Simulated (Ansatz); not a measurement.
Start from CdS in the wurtzite structure (space group P6_3mc, No. 186; a = 4.074 Å, c = 6.637 Å). Axes: x lies along a and z along c of the hexagonal cell.

Method: Ansatz (a first-principles code) LDA, spin-orbit coupling left out.

Base values:

```
Item                                 Result
---------------------  --------------------
Valence-band top at Γ  0.00, 0.00, -0.06 eV
```

It is then changed as follows: uniaxial strain ε_xx = +0.60 %, all other strain components held at zero, atoms relaxed at fixed cell.

### Question
What does the calculation give for the valence-band top at Γ and stress after the change?

### Answer
The valence-band top at Γ (three highest levels, from the VBM) changes from 0.00, 0.00, -0.06 eV to 0.00, -0.02, -0.06 eV; the stress (xx, yy, zz, yz, xz, xy; compression positive) is (-0.56, -0.35, -0.29, 0.00, 0.00, 0.00) GPa.

The levels and masses belong to the bands next to the band gap. No phonon test of stability was made.
